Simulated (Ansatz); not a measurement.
**WC with two functionals, isotropic strain +2.58 %**

Consider WC (space group P-6m2, No. 187; a = 2.9225 Å, c = 2.8462 Å; relaxed with 0.1 eV smearing).

(Cell as relaxed with PBE.)

Levels (all Ansatz, a first-principles code, PAW): PBE (420 eV, spin-orbit coupling left out); r2SCAN (500 eV, no SOC).

Each level relaxes its own structure.

| base | PBE | r2SCAN |
|---|---|---|
| volume per atom | 10.53 Å³ | 10.42 Å³ |
| lattice parameter a | 2.922 Å | 2.913 Å |
| band gap | zero | zero |

The change: an isotropic linear strain of +2.58 %, atoms relaxed at fixed cell.

```json
[
 {"quantity": "energy relative to the base (free energy F)", "PBE": "+70 meV/atom", "r2SCAN": "+73 meV/atom"},
 {"quantity": "pressure (mean of the normal stresses, compression positive)", "PBE": "-25.0 GPa", "r2SCAN": "-26.3 GPa"},
 {"quantity": "band gap", "PBE": "zero", "r2SCAN": "zero"}
]
```

PBE's energy relative to the base lies 2.7 meV/atom below r2SCAN's; PBE's pressure lies 1.3 GPa above r2SCAN's; the two agree on the band gap. Neither level is exact; r2SCAN is the comparison here, not a measurement.

No phonon test of stability was made. All final runs are without spin polarisation.
